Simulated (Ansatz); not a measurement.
Given:

End structure of the (210) surface of bcc V in its 1x1 cell, outermost plane spacing 0.67 Å in the ideal cut:

```yaml
crystal:
  lattice:
    - [2.99718, 0.00000, 0.00000]
    - [0.00000, 6.70189, 0.00000]
    - [0.00000, 0.00000, 26.50000]
  atoms:
    - { symbol: V, position: [0.50000, 0.28777, 0.32101] }
    - { symbol: V, position: [0.00000, 0.58578, 0.33768] }
    - { symbol: V, position: [0.50000, 0.88254, 0.36103] }
    - { symbol: V, position: [0.00000, 0.19564, 0.38713] }
    - { symbol: V, position: [0.50000, 0.49921, 0.41121] }
    - { symbol: V, position: [0.00000, 0.79617, 0.43569] }
    - { symbol: V, position: [0.50000, 0.09615, 0.46269] }
    - { symbol: V, position: [0.00000, 0.40015, 0.48852] }
    - { symbol: V, position: [0.50000, 0.69985, 0.51148] }
    - { symbol: V, position: [0.00000, 0.00385, 0.53731] }
    - { symbol: V, position: [0.50000, 0.30383, 0.56431] }
    - { symbol: V, position: [0.00000, 0.60079, 0.58879] }
    - { symbol: V, position: [0.50000, 0.90436, 0.61287] }
    - { symbol: V, position: [0.00000, 0.21746, 0.63897] }
    - { symbol: V, position: [0.50000, 0.51422, 0.66232] }
    - { symbol: V, position: [0.00000, 0.81223, 0.67899] }
```

Slab: 16 atoms, 10.1 Å thick at the start (thin: gaps and levels are the slab's own); k 13x6x1, smearing 0.1 eV, dipole-corrected; all atoms relaxed; symmetry of the start imposed; no spin, no spin-orbit, no U.

Task: Predict the work function of the top face from PBE in Ansatz (a first-principles code).

Result: 4.07 eV

Task: Predict the surface energy (mean of both faces) from PBE.

Result: 2.52 J/m²
